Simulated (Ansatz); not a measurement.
The structure below was relaxed with DFT with r2SCAN, PAW potentials and a 500 eV plane-wave cutoff in Ansatz (a quantum-chemistry and plane-wave program), no spin-orbit coupling, at pressure 7.5 GPa.

```
SrTiO3
1.0
    3.85965     0.00000     0.00000
    0.00000     3.85965     0.00000
    0.00000     0.00000     3.85965
Sr Ti O
1 1 3
Direct
  0.00000   0.00000   0.00000
  0.50000   0.50000   0.50000
  0.00000   0.50000   0.50000
  0.50000   0.50000   0.00000
  0.50000   0.00000   0.50000
```

Question: Find the space group and the Wyckoff positions.

Answer: Space group Pm-3m (No. 221); a = b = c = 3.8596 Å, α = β = γ = 90.00°

| atom | site | symmetry | x | y | z |
|---|---|---|---|---|---|
| Sr | 1a | m-3m | 0.0000 | 0.0000 | 0.0000 |
| Ti | 1b | m-3m | 0.5000 | 0.5000 | 0.5000 |
| O | 3c | 4/mm.m | 0.0000 | 0.5000 | 0.5000 |

Question: Describe the coordination.

Answer: The crystal has 5 atoms in its conventional cell. Lattice parameters: a = b = c = 3.8596 Å, α = β = γ = 90.00°. Sr is surrounded by 12 O at 2.729 Å (cuboctahedral). Ti is coordinated by 6 O at 1.930 Å (octahedral). O has 2 Ti at 1.930 Å and 4 Sr at 2.729 Å (octahedral). (Neighbours: up to the widest gap in distance over summed covalent radii, below 1.35, at either atom; cation-cation and far metal-metal contacts left out.)

Load acts through the strain it causes; cell and atoms are relaxed under it. Whether these cells are dynamically stable was not tested. Competing high-pressure phases were not computed. All final runs are without spin polarisation. The cell was made from SrTiO$_{3}$ in the cubic perovskite structure (space group Pm-3m, No. 221) by this change: pressure 7.5 GPa. Many cubic perovskites are stable only at high temperature; tilts and polar distortions were not tested.
